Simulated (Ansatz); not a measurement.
AlN under load (space group P6_3mc), Ansatz (an electronic-structure program) with PBE with spin-orbit coupling, rigid bands. Condition of this run: hydrostatic pressure of -4.5 GPa (compression positive) (the target of the relaxation). Band gap 3.98 eV, N_c = 4.08e18 cm⁻³ and N_v = 6.33e19 cm⁻³ at 300 K, conductivity masses along y (a = (3.14, 0.00, 0.00) Å; b = (-1.57, 2.72, 0.00) Å; c = (0.00, 0.00, 5.03) Å) of 0.304 mₑ (electrons) and 3.72 mₑ (holes). Take k_BT = 0.02585 eV.

Question: What thermal injection velocity √(2k_BT/πm) limits a ballistic channel along the direction named?

Answer: 9.76e6 cm/s for electrons and 2.79e6 cm/s for holes, a ratio of √(m_h/m_e) = 3.50, for dilute carriers.

Question: A film of it is 2 nm thick, with its normal along the direction named. Estimate the confinement energies in an infinite well.

Answer: ħ²π²/(2m t²) = 0.376 eV·nm²/(m/mₑ × t²) gives 309 meV for electrons and 25.3 meV for holes, so the gap would widen to about 4.31 eV. Finite barriers and nonparabolic bands lower this, and with several valleys or bands the heaviest mass along the normal sets the lowest level, not this average.

Question: Find the intrinsic carrier density and the intrinsic Fermi level.

Answer: n_i = √(N_c N_v) exp(−E_g/2k_BT) = 1.61e19 × exp(−76.98) = 6.0e-15 cm⁻³. The level lies (k_BT/2) ln(N_v/N_c) = 35 meV from mid-gap (positive towards the conduction band). Each 0.1 eV added to the gap lowers n_i by a factor of 6.9.

Rigid bands with the computed gap; masses take one relaxation time for all states. Geometry: cell and atoms relaxed with PBEsol.
